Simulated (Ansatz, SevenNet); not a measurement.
## How well does each level of theory give the elastic constant C44 of rock-salt ZrN?

Reference value: 138 GPa (measured, temperature not stated, no zero-point or thermal correction; as tabulated in Wu et al. (2005), arXiv:cond-mat/0412374).

| level (code) | value (GPa) | cell (Å³/atom) |
|---|---|---|
| SevenNet-0 | 77.3 | 12.29 |
| LDA (Ansatz) | 127 | 11.58 |
| BLYP (Ansatz) | 114 | 12.54 |
| PBE (Ansatz) | ___ | 12.13 |
| PBEsol (Ansatz) | ___ | 11.79 |
| revPBE (Ansatz) | 117 | 12.26 |
| RPBE (Ansatz) | 116 | 12.32 |
| PBE-D3(BJ) (Ansatz) | 121 | 11.84 |
| HSE06 (Ansatz) | ___ | 11.86 |

Q: What belongs in the gaps?

A: 
- PBE (Ansatz, a program for electronic structure), value (GPa): 119
- PBEsol (Ansatz), value (GPa): 123
- HSE06 (Ansatz), value (GPa): 143

Differences against the reference: SevenNet-0 -44 %, LDA -8.0 %, BLYP -17.4 %, PBE -13.8 %, PBEsol -10.9 %, revPBE -15.2 %, RPBE -15.9 %, PBE-D3(BJ) -12.3 %, HSE06 +3.6 %.

The reference's temperature isn't stated, so close values are not ranked against it. Off by more than 25 %, or 35 % on the side where a correction would as a rule narrow the miss (bounds picked here): SevenNet-0 (-44 %).

The reference isn't brought to a static lattice, while the calculations are for one, so the differences are not the levels' errors alone. A static lattice is as a rule stiffer than a warm one, by over a tenth in soft solids.  PBE-D3(BJ): the dispersion coefficients are held fixed in the derivatives. HSE06: hybrids on metals are sensitive to the k mesh. HSE06: the run warned that the count of filled bands differs between k points. Each level is taken at its own relaxed cell. K meshes differ between the levels. Ansatz's density-functional and Hartree–Fock values are scalar-relativistic unless marked +SOC, with PAW data made under PBE.

Machine-learned potentials (SevenNet-0) are trained on DFT data: a solid inside that data is no test of them.

Differences are worked out from the printed values.
